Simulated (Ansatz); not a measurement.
We consider ZrGeO3 (model structure, started from the PbTiO3 type, P4mm, No. 99, 5 atoms in the cell), described by PBEsol+SOC in Ansatz (plane waves, PAW).

Settings: plane-wave cutoff 520 eV, 8×8×8 k mesh, Fermi–Dirac smearing 0.01 eV, PAW data made under PBE.

Cell (relaxed with PBEsol):

```
CELL_PARAMETERS angstrom
      3.98691     0.00000     0.00000
      0.00000     3.98691     0.00000
      0.00000     0.00000     4.34265
ATOMIC_POSITIONS crystal
  Zr 0.50000 0.50000 0.57895
  Ge 0.00000 0.00000 0.19508
  O  0.00000 0.50000 0.44957
  O  0.50000 0.00000 0.44957
  O  0.50000 0.50000 0.01703
```

Q: Predict the band gap, smallest direct gap on the k points sampled and Γ–Γ gap.

A: 
* **band gap**: 1.39 eV (indirect)
* **smallest direct gap on the k points sampled**: 2.17 eV
* **Γ–Γ gap**: 3.58 eV

Note: the relaxation could raise the start's symmetry but not lower it, so the cell can be a saddle point.

The computed numbers hold no vibrational or temperature effects.

A model structure was made by putting elements into a prototype or built by hand; it is no filed structure, need not be a known phase, and can be a saddle point held by its symmetry.

Ansatz is an electronic-structure program.
